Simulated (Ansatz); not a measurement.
Defect migration in rock-salt CaO: interstitial Ca, charge state +2. Calculation: PBE, PAW (plane waves to 420 eV; Ansatz, a first-principles code).

64-site cell at the relaxed PBE lattice, the Γ point alone, smearing 0.01 eV, spin-restricted, no finite-size correction. Energies are static. The charge state is imposed; whether it is stable for some Fermi level was not computed. Sites that were not tried may lie lower.

Barriers: single points on a 2×2×2 k-point mesh shifted by half a step at the bands' geometries (they differ from the bands' own by up to 0.17 eV, and are uncertain by about as much).

Relaxed starting cell (atoms counted from 1):

```yaml
crystal:
  lattice:
    - [9.66247, 0.00000, 0.00000]
    - [0.00000, 9.66247, 0.00000]
    - [0.00000, 0.00000, 9.66247]
  atoms:
    - { symbol: Ca, position: [0.97108, 0.97133, 0.97191] }
    - { symbol: Ca, position: [0.99892, 0.99929, 0.50155] }
    - { symbol: Ca, position: [0.99889, 0.50114, 0.99961] }
    - { symbol: Ca, position: [0.99904, 0.50588, 0.50627] }
    - { symbol: Ca, position: [0.50079, 0.99920, 0.99958] }
    - { symbol: Ca, position: [0.50559, 0.99939, 0.50627] }
    - { symbol: Ca, position: [0.50559, 0.50585, 0.99975] }
    - { symbol: Ca, position: [0.50023, 0.50053, 0.50087] }
    - { symbol: O, position: [0.25151, 0.99847, 0.99889] }
    - { symbol: O, position: [0.25189, 0.99816, 0.50492] }
    - { symbol: O, position: [0.25191, 0.50444, 0.99856] }
    - { symbol: O, position: [0.24933, 0.50003, 0.50035] }
    - { symbol: O, position: [0.74561, 0.99812, 0.99850] }
    - { symbol: O, position: [0.75021, 0.00070, 0.50027] }
    - { symbol: O, position: [0.75014, 0.49988, 0.00111] }
    - { symbol: O, position: [0.75029, 0.49981, 0.50020] }
    - { symbol: Ca, position: [0.97090, 0.27886, 0.27941] }
    - { symbol: Ca, position: [0.99896, 0.25116, 0.74955] }
    - { symbol: Ca, position: [0.99893, 0.74910, 0.25158] }
    - { symbol: Ca, position: [0.99904, 0.74452, 0.74489] }
    - { symbol: Ca, position: [0.50069, 0.25112, 0.25149] }
    - { symbol: Ca, position: [0.50569, 0.25096, 0.74475] }
    - { symbol: Ca, position: [0.50558, 0.74448, 0.25139] }
    - { symbol: Ca, position: [0.50024, 0.74986, 0.75024] }
    - { symbol: O, position: [0.25137, 0.25199, 0.25243] }
    - { symbol: O, position: [0.25199, 0.25222, 0.74618] }
    - { symbol: O, position: [0.25189, 0.74596, 0.25261] }
    - { symbol: O, position: [0.24942, 0.75046, 0.75087] }
    - { symbol: O, position: [0.74546, 0.25215, 0.25268] }
    - { symbol: O, position: [0.75019, 0.24968, 0.75082] }
    - { symbol: O, position: [0.75017, 0.75043, 0.25005] }
    - { symbol: O, position: [0.75031, 0.75059, 0.75100] }
    - { symbol: Ca, position: [0.27858, 0.97133, 0.27955] }
    - { symbol: Ca, position: [0.25083, 0.99921, 0.74963] }
    - { symbol: Ca, position: [0.25084, 0.50116, 0.25147] }
    - { symbol: Ca, position: [0.25067, 0.50601, 0.74476] }
    - { symbol: Ca, position: [0.74883, 0.99920, 0.25148] }
    - { symbol: Ca, position: [0.74425, 0.99932, 0.74490] }
    - { symbol: Ca, position: [0.74415, 0.50585, 0.25134] }
    - { symbol: Ca, position: [0.74956, 0.50051, 0.75020] }
    - { symbol: O, position: [0.99831, 0.99854, 0.25186] }
    - { symbol: O, position: [0.99788, 0.99816, 0.74632] }
    - { symbol: O, position: [0.99782, 0.50435, 0.25269] }
    - { symbol: O, position: [0.00043, 0.49995, 0.75088] }
    - { symbol: O, position: [0.50404, 0.99816, 0.25257] }
    - { symbol: O, position: [0.49970, 0.00072, 0.75083] }
    - { symbol: O, position: [0.49960, 0.49991, 0.25011] }
    - { symbol: O, position: [0.49946, 0.49976, 0.75103] }
    - { symbol: Ca, position: [0.27874, 0.27917, 0.97142] }
    - { symbol: Ca, position: [0.25092, 0.25118, 0.50150] }
    - { symbol: Ca, position: [0.25083, 0.74923, 0.99956] }
    - { symbol: Ca, position: [0.25072, 0.74452, 0.50630] }
    - { symbol: Ca, position: [0.74888, 0.25107, 0.99955] }
    - { symbol: Ca, position: [0.74418, 0.25099, 0.50621] }
    - { symbol: Ca, position: [0.74415, 0.74444, 0.99974] }
    - { symbol: Ca, position: [0.74956, 0.74986, 0.50090] }
    - { symbol: O, position: [0.99823, 0.25175, 0.99885] }
    - { symbol: O, position: [0.99783, 0.25226, 0.50482] }
    - { symbol: O, position: [0.99789, 0.74585, 0.99853] }
    - { symbol: O, position: [0.00041, 0.75052, 0.50030] }
    - { symbol: O, position: [0.50404, 0.25218, 0.99862] }
    - { symbol: O, position: [0.49965, 0.24964, 0.50031] }
    - { symbol: O, position: [0.49963, 0.75039, 0.00114] }
    - { symbol: O, position: [0.49949, 0.75062, 0.50020] }
    - { symbol: Ca, position: [0.12513, 0.12537, 0.12548] }
```
Cell charge +2.

End state 1 differs by these moves (Å; atoms that move under 0.08 Å are left out):

```csv
atom,element,Δx,Δy,Δz
1,Ca,0.22,0.23,0.27
7,Ca,0.22,0.23,-0.27
17,Ca,0.27,-0.28,-0.27
19,Ca,-0.04,0.07,0.00
21,Ca,0.27,-0.28,0.27
23,Ca,-0.04,0.07,0.00
27,O,-0.04,0.08,0.00
29,O,0.09,-0.04,0.00
33,Ca,-0.29,0.27,-0.27
35,Ca,-0.29,0.27,0.27
49,Ca,0.93,0.93,1.49
52,Ca,-0.01,0.11,0.00
54,Ca,0.11,-0.01,0.00
55,Ca,0.11,0.11,0.00
65,Ca,0.93,0.93,-1.49
```

What forward and backward barriers to end state 1 does PBE, PAW give?

forward 1.38 eV, backward 1.38 eV; at the saddle point atom 49 has neighbours Ca at 2.37, Ca at 2.62; 2 O at 2.06, 2 O at 2.35 Å. The saddle point's order was not checked, and it lies on a symmetry element of the cell, where a band can be held.

End state 2 differs by these moves (Å; atoms that move under 0.08 Å are left out):

```json
[
 {"atom": "1", "element": "Ca", "Δx": "0.00", "Δy": "0.00", "Δz": "0.56"},
 {"atom": "4", "element": "Ca", "Δx": "0.00", "Δy": "0.00", "Δz": "-0.11"},
 {"atom": "6", "element": "Ca", "Δx": "0.00", "Δy": "0.00", "Δz": "-0.11"},
 {"atom": "10", "element": "O", "Δx": "0.00", "Δy": "0.00", "Δz": "-0.08"},
 {"atom": "17", "element": "Ca", "Δx": "0.27", "Δy": "-0.27", "Δz": "-0.27"},
 {"atom": "18", "element": "Ca", "Δx": "-0.27", "Δy": "0.27", "Δz": "-0.27"},
 {"atom": "33", "element": "Ca", "Δx": "-0.27", "Δy": "0.27", "Δz": "-0.27"},
 {"atom": "34", "element": "Ca", "Δx": "0.27", "Δy": "-0.27", "Δz": "-0.27"},
 {"atom": "49", "element": "Ca", "Δx": "0.00", "Δy": "0.00", "Δz": "0.56"},
 {"atom": "52", "element": "Ca", "Δx": "0.00", "Δy": "0.00", "Δz": "-0.11"},
 {"atom": "54", "element": "Ca", "Δx": "0.00", "Δy": "0.00", "Δz": "-0.11"},
 {"atom": "58", "element": "O", "Δx": "0.00", "Δy": "0.00", "Δz": "-0.08"},
 {"atom": "65", "element": "Ca", "Δx": "0.00", "Δy": "0.00", "Δz": "-2.41"}
]
```

What is the computed forward and backward barriers to end state 2 (PBE, PAW)?

forward 1.38 eV, backward 1.38 eV; at the saddle point atom 65 has neighbours Ca at 2.44, Ca at 2.45; 2 O at 2.05, O at 2.65, O at 2.67 Å. The saddle point's order was not checked, and it lies on a symmetry element of the cell, where a band can be held.
